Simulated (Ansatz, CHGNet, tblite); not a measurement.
## Ladder of methods for the elastic constant C44 of cubic perovskite KZnF3

Reference value: 38.1 GPa (measured, temperature not stated, no zero-point or thermal correction; as tabulated in Vaitheeswaran et al. (2016), arXiv:1609.00541).

**Question.** What do GFN2-xTB, CHGNet-r²SCAN, LDA, PBE, r²SCAN give, and how far is each from the reference?

**Answer.** 
```tsv
level (code)	value (GPa)	cell (Å³/atom)	difference (%)
GFN2-xTB (tblite)	9.02	16.73	-76
CHGNet-r²SCAN	19.2	13.27	-50
LDA (Ansatz)	35.1	12.54	-7.9
PBE (Ansatz)	31.9	14.06	-16.3
r²SCAN (Ansatz)	36.9	13.25	-3.1
```

The reference's temperature isn't stated, so close values are not ranked against it. Off by more than 25 %, or 35 % on the side where a correction would as a rule narrow the miss (bounds picked here): GFN2-xTB (-76 %), CHGNet-r²SCAN (-50 %).

The reference isn't brought to a static lattice, while the calculations are for one, so the differences are not the levels' errors alone. A static lattice is as a rule stiffer than a warm one, by over a tenth in soft solids.  GFN2-xTB: the relaxed volume lies over a fifth from the starting cell. GFN2-xTB: the method was fitted mainly to molecules. GFN2-xTB: the run uses a supercell at the zone centre in place of a k mesh. Each level is taken at its own relaxed cell. Cutoffs differ between the levels. Ansatz's density-functional and Hartree–Fock values are scalar-relativistic unless marked +SOC, with PAW data made under PBE.

Machine-learned potentials (CHGNet-r²SCAN) are trained on DFT data: a solid inside that data is no test of them.

Differences are worked out from the printed values.

Ansatz is a first-principles code.
